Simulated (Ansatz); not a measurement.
Take CuI in the zinc blende structure (space group F-43m, No. 216; a = 5.8619 Å) as the base. Axes: x, y, z lie along the cube axes.

The values are results of LDA (Ansatz, a quantum-chemistry and plane-wave program, PAW, no spin-orbit coupling), not measurements.

Modification: an isotropic linear strain of −3.00 %, atoms relaxed at fixed cell.

Q: Predict the stress tensor and what it implies for the stiffness.

A: Stress of the strained cell less that of the base (GPa, compression positive):
```
   6.55    0.00    0.00
   0.00    6.55    0.00
   0.00    0.00    6.55
```

Then B = −ΔP/(ΔV/V₀) with ΔV/V₀ = -0.0873 gives secant stiffness values (nonlinear terms included at this strain): B ≈ 75 GPa.

As a check, the harmonic strain energy −½ V₀ Δσ:ε is 46 meV/atom; the computed energy rise is 41 meV/atom.

Stability against distortions was not tested. The final runs are not spin-polarised.
